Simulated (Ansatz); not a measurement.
Results of r²SCAN in Ansatz (PAW) for SrScHO₂ (model structure, started from the SrVO2H type, P4/mmm, No. 123, 5 atoms in the cell).

Input file:

Ansatz 0.2 input:
```yaml
crystal:
  lattice:
    - [4.1113692105, 0.0, 0.0]
    - [0.0, 4.1113692105, 0.0]
    - [0.0, 0.0, 3.8369819714]
  atoms:
    - { symbol: Sr, position: [0.5, 0.5, 0.5] }
    - { symbol: Sc, position: [0.0, 0.0, 0.0] }
    - { symbol: O, position: [0.5, 0.0, 0.0] }
    - { symbol: O, position: [0.0, 0.5, 0.0] }
    - { symbol: H, position: [0.0, 0.0, 0.5] }
basis:
  ecutwfc: 560
  ecutrho_ratio: 4
  xc_grid: 3
kpoints:
  mp_grid: { grid: [8, 8, 10] }
  band_path:
    path:
      - [0.0, 0.0, 0.0]
      - [0.0, 0.071429, 0.0]
      - [0.0, 0.142857, 0.0]
      - [0.0, 0.214286, 0.0]
      - [0.0, 0.285714, 0.0]
      - [0.0, 0.357143, 0.0]
      - [0.0, 0.428571, 0.0]
      - [0.0, 0.5, 0.0]
      - [0.071429, 0.5, 0.0]
      - [0.142857, 0.5, 0.0]
      - [0.214286, 0.5, 0.0]
      - [0.285714, 0.5, 0.0]
      - [0.357143, 0.5, 0.0]
      - [0.428571, 0.5, 0.0]
      - [0.5, 0.5, 0.0]
      - [0.454545, 0.454545, 0.0]
      - [0.409091, 0.409091, 0.0]
      - [0.363636, 0.363636, 0.0]
      - [0.318182, 0.318182, 0.0]
      - [0.272727, 0.272727, 0.0]
      - [0.227273, 0.227273, 0.0]
      - [0.181818, 0.181818, 0.0]
      - [0.136364, 0.136364, 0.0]
      - [0.090909, 0.090909, 0.0]
      - [0.045455, 0.045455, 0.0]
      - [0.0, 0.0, 0.0625]
      - [0.0, 0.0, 0.125]
      - [0.0, 0.0, 0.1875]
      - [0.0, 0.0, 0.25]
      - [0.0, 0.0, 0.3125]
      - [0.0, 0.0, 0.375]
      - [0.0, 0.0, 0.4375]
      - [0.0, 0.0, 0.5]
      - [0.0, 0.071429, 0.5]
      - [0.0, 0.142857, 0.5]
      - [0.0, 0.214286, 0.5]
      - [0.0, 0.285714, 0.5]
      - [0.0, 0.357143, 0.5]
      - [0.0, 0.428571, 0.5]
      - [0.0, 0.5, 0.5]
      - [0.071429, 0.5, 0.5]
      - [0.142857, 0.5, 0.5]
      - [0.214286, 0.5, 0.5]
      - [0.285714, 0.5, 0.5]
      - [0.357143, 0.5, 0.5]
      - [0.428571, 0.5, 0.5]
      - [0.5, 0.5, 0.5]
      - [0.454545, 0.454545, 0.5]
      - [0.409091, 0.409091, 0.5]
      - [0.363636, 0.363636, 0.5]
      - [0.318182, 0.318182, 0.5]
      - [0.272727, 0.272727, 0.5]
      - [0.227273, 0.227273, 0.5]
      - [0.181818, 0.181818, 0.5]
      - [0.136364, 0.136364, 0.5]
      - [0.090909, 0.090909, 0.5]
      - [0.045455, 0.045455, 0.5]
      - [0.0, 0.5, 0.0625]
      - [0.0, 0.5, 0.125]
      - [0.0, 0.5, 0.1875]
      - [0.0, 0.5, 0.25]
      - [0.0, 0.5, 0.3125]
      - [0.0, 0.5, 0.375]
      - [0.0, 0.5, 0.4375]
      - [0.5, 0.5, 0.0625]
      - [0.5, 0.5, 0.125]
      - [0.5, 0.5, 0.1875]
      - [0.5, 0.5, 0.25]
      - [0.5, 0.5, 0.3125]
      - [0.5, 0.5, 0.375]
      - [0.5, 0.5, 0.4375]
    npoints: 1
hamiltonian:
  xc: r2scan
  dispersion: none
  pseudopotentials: { kind: paw }
scf:
  occupations: { method: fermi_dirac, width: 0.01 }
  convergence: { dr2_threshold: 0.0000000005 }
output:
  forces: true
  stress: true
  eigenvalues: true
  write_bands: true
```

The run printed, among other lines:

```
Crystal: 5 atoms, lattice volume = 64.858 Å³
Basis set: ecut = 560 eV, 1959 PW (Γ), exchange–correlation on 96×96×90 points (27 copies of the dense FFT grid, shifted against one another)
Bands: 22, of which v1, the nominal top of the filled ones, is band 17 counted from 1 (16 counted from 0)
Symmetry: 16 space group operations
Space group: P4/mmm (ITA 123), of the structure as read, at distance tolerance 4.0e-5 Å
k-points: 90 of 640
Functional: x = r2scan, c = r2scan; τ floored in thin density (d = 2e-4 eV/Å³)
SCF iter   1: F=—  HF=-6856.906763 eV  |F-HF|=—  |Δ(HF+E_count)|=         —  Δρ=1.19e-2  dr2=1.05e-1  dr2_τ=1.40e-1
SCF iter   2: F=—  HF=-6857.025315 eV  |F-HF|=—  |Δ(HF+E_count)|=   1.19e-1  Δρ=5.68e-3  dr2=9.52e-3  dr2_τ=3.52e-3
  ...
SCF iter   7: F=—  HF=-6857.023988 eV  |F-HF|=—  |Δ(HF+E_count)|=   2.37e-6  Δρ=5.75e-6  dr2=2.08e-8  dr2_τ=1.06e-9
SCF iter   8: F=-6857.023988 eV  HF=-6857.023988 eV  |F-HF|=1.04e-10  |Δ(HF+E_count)|=   5.01e-9  Δρ=7.71e-7  dr2=4.31e-10  dr2_τ=2.06e-11
SCF 1 converged in 8 iterations: F = -6857.023988 eV  dr2 = 4.31e-10
SCF converged after 8 iterations
Free energy (F): -6857.023988 eV
Internal energy: -6857.023988 eV  (E = F + TS)
E sigma→0 (E₀):  -6857.023988 eV
Fermi energy:    9.518726 eV
--- Forces (eV/Å), atoms counted from 1 ---
  atom   1  Sr     0.00000000     0.00000000     0.00000000
  atom   2  Sc    -0.00000000     0.00000000     0.00000000
  atom   3  O      0.00000000     0.00000000     0.00000000
  atom   4  O      0.00000000     0.00000000     0.00000000
  atom   5  H      0.00000000     0.00000000     0.00000000
--- Stress (GPa, compression-positive) ---
       -0.003873       0.000000       0.000000
        0.000000      -0.003873       0.000000
        0.000000       0.000000      -0.004018
  P = ⅓ Tr σ = -0.0039 GPa (-0.039 kbar)
```

The PAW data were made under PBE.

Note: the relaxation could raise the start's symmetry but not lower it, so the cell can be a saddle point.

A model structure was made by putting elements into a prototype or built by hand; it is no filed structure, need not be a known phase, and can be a saddle point held by its symmetry.

Ansatz is a program for electronic structure.
